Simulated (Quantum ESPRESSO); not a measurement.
Density of states of YZr (P-6m2, 2 atoms in the cell).

```yaml
crystal:
  lattice:
    - [3.42358, 0.00000, 0.00000]
    - [-1.71179, 2.96491, 0.00000]
    - [0.00000, 0.00000, 5.40259]
  atoms:
    - { symbol: Y, position: [0.66667, 0.33333, 0.50000] }
    - { symbol: Zr, position: [0.33333, 0.66667, 0.00000] }
```

Level of theory: PBEsol, SSSP 1.1.2 precision (PBE) pseudopotentials (plane waves; Quantum ESPRESSO).

SCF settings: ecutwfc = 50 Ry; ecutrho = 400 Ry; occupations = smearing; smearing = mp; degauss = 0.0036749 Ry; input_dft = pbesol; potentials = {Y: Y_pbe_v1.uspp.F.UPF, Zr: Zr_pbe_v1.uspp.F.UPF}; K_POINTS = automatic 9 9 5 0 0 0; conv_thr = 1e-09 Ry. Keys of the DOS step: nscf.calculation = nscf; nscf.verbosity = high; nscf.occupations = tetrahedra_opt; nscf.nbnd = 19; nscf.startingwfc = random; nscf.diago_thr_init = 1e-06; nscf.diagonalization = cg; nscf.K_POINTS = automatic 18 18 10 0 0 0; dos.x.fildos = dos.dat; dos.x.Emin = -15 eV; dos.x.Emax = 30 eV; dos.x.DeltaE = 0.05 eV; dos.x.ngauss = 0; dos.x.degauss = 0.005 Ry.

The starting cell comes from a database of computed structures (which also holds hypothetical and non-ambient phases and stackings), without a prior relaxation at this level.

Total DOS (both spins), as means of the tabulated values in each energy bin; the zero is the program's Fermi level or highest filled level, and the curve is cut to this window:

| E (eV) | states/eV/cell |
|---|---|
| -7.75 | 0.00 |
| -7.25 | 0.00 |
| -6.75 | 0.00 |
| -6.25 | 0.00 |
| -5.75 | 0.00 |
| -5.25 | 0.00 |
| -4.75 | 0.10 |
| -4.25 | 0.22 |
| -3.75 | 0.33 |
| -3.25 | 0.42 |
| -2.75 | 0.60 |
| -2.25 | 1.58 |
| -1.75 | 2.00 |
| -1.25 | 2.68 |
| -0.75 | 2.52 |
| -0.25 | 3.38 |
| 0.25 | 2.15 |
| 0.75 | 3.03 |
| 1.25 | 3.91 |
| 1.75 | 4.13 |
| 2.25 | 2.18 |
| 2.75 | 1.21 |

Around zero the curve holds about 3.3 states/eV/cell.
